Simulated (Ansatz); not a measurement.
Consider TaS2 in the CdI2 type structure (space group P-3m1, No. 164; layered, stacked along the Cartesian z axis; relaxed with 0.1 eV smearing).

```xyz
3
Lattice="3.2774 0.0000 0.0000 -1.6387 2.8383 0.0000 0.0000 0.0000 5.5873" Properties=species:S:1:pos:R:3 pbc="T T T"
Ta     0.0000     0.0000     0.0000
S      0.0000     1.8922     1.5487
S      1.6387     0.9461     4.0386
```

The values are results of PBEsol-D3(BJ) (Ansatz, a program for electronic structure), no spin-orbit coupling, not measurements.

For the base:

```
Property    Value
--------  -------
Pressure  0.0 GPa
```

Modification: an isotropic linear strain of −0.56 %, atoms relaxed at fixed cell.

Problem. Predict the new largest internal atomic displacement, energy relative to the base and pressure.

Solution. The largest internal atomic displacement comes out as 0.015 Å; the energy goes up by 1.1 meV/atom; the pressure (mean of the normal stresses, compression positive) goes from zero to 1.3 GPa.

Whether these cells are dynamically stable was not tested. All final runs are without spin polarisation. An odd electron count without spin: TaS2.
